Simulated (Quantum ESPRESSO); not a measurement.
Quick settings and what they miss: YAgS2 (R3m, 4 atoms in the cell)

Self-consistent single point.

```yaml
crystal:
  lattice:
    - [2.00788, 1.15925, 7.02134]
    - [-2.00788, 1.15925, 7.02134]
    - [0.00000, -2.31850, 7.02134]
  atoms:
    - { symbol: Y, position: [0.99962, 0.99962, 0.99962] }
    - { symbol: Ag, position: [0.14863, 0.14863, 0.14863] }
    - { symbol: S, position: [0.26581, 0.26581, 0.26581] }
    - { symbol: S, position: [0.74494, 0.74494, 0.74494] }
```

Computed with PBEsol, PseudoDojo standard norm-conserving (PBESOL) pseudopotentials (plane waves; Quantum ESPRESSO 7.5).

Base settings: ecutwfc = 85 Ry; occupations = fixed; potentials = {Y: Y.upf, Ag: Ag.upf, S: S.upf}; K_POINTS = automatic 5 5 5 0 0 0; nbnd = 25; conv_thr = 1e-11 Ry; mixing_beta = 0.7.

Tight run (finer mesh or higher cutoff; not a proven limit): ecutwfc: 85 Ry → 119 Ry; conv_thr: 1e-11 Ry → 7.3e-11 Ry; K_POINTS: automatic 5 5 5 0 0 0 → automatic 7 7 7 0 0 0. It gave top of the valence band (on the code's own zero) 7.19 eV; gap on the k-point mesh 1.66 eV; pressure -4.54 GPa; largest force (vector length) 0.103 eV/Å.

Quick runs, as changes from the base:
- A: the base itself
- B: ecutwfc: 85 Ry → 51 Ry; K_POINTS: automatic 5 5 5 0 0 0 → automatic 6 6 6 0 0 0
- C: ecutwfc: 85 Ry → 72 Ry; occupations: fixed → smearing; nbnd: 25 → default; conv_thr: 1e-11 Ry → 7.3e-06 Ry; K_POINTS: automatic 5 5 5 0 0 0 → automatic 2 2 2 1 1 1; smearing: default → cold; degauss: default → 0.0147 Ry; potentials: PseudoDojo standard norm-conserving (LDA) [LDA (PW92)]
- D: ecutwfc: 85 Ry → 59 Ry; occupations: fixed → smearing; nbnd: 25 → default; K_POINTS: automatic 5 5 5 0 0 0 → automatic 4 4 4 0 0 0; smearing: default → fd; degauss: default → 0.019992 Ry
- E: ecutwfc: 85 Ry → 90 Ry; occupations: fixed → smearing; nbnd: 25 → default; K_POINTS: automatic 5 5 5 0 0 0 → automatic 4 4 4 1 1 1; smearing: default → fd; degauss: default → 0.019992 Ry; potentials: PseudoDojo standard norm-conserving (LDA) [LDA (PW92)]

Energies are extrapolated to zero smearing width, which holds to low order in the width alone (under cold and Methfessel-Paxton smearing the free energy itself is taken).

Dashes: energy of C, E, another energy zero; pressure of C, not trusted under this conv_thr with d or f elements; gap of C, left out as unsure on this mesh or at this smearing; time of C, under 30 s.

Gaps are read on each run's own mesh, which may miss the band edges.

† marks runs with another functional, U, potentials or spin treatment: their distance from the tight run is not a convergence error alone.

The count of work is k-points × plane waves × bands × iterations; it is no time. Core times come from one kind of shared machine and are given to one figure; runs under 30 s give none.

The starting cell comes from a database of computed structures (which also holds hypothetical and non-ambient phases and stackings), without a prior relaxation at this level. Its lattice was rescaled by a random factor within 2.5 % of one. In the base run, with a pressure of about -5 GPa the cell is away from its equilibrium volume at this level.

```tsv
run	energy less tight (meV/atom)	pressure less tight (GPa)	largest miss in a force vector (eV/Å)	gap on the mesh less tight (eV)	count of work / tight	core time / tight (rough)
A	1.9	0.02	0.006	0.029	0.28	0.4
B	478.8	-17.44	0.010	-0.033	0.22	0.2
C†	–	–	0.265	–	0.012	–
D	128.0	-5.67	0.018	-0.032	0.11	0.2
E†	–	-2.02	0.047	0.003	0.16	0.3
```

Among the runs at the tight run's level, the energy misses run from 1.9 to 478.8 meV/atom.

Left out of this page: 1 run of the series outside the window shown, repeating another row's setting, or not comparable.
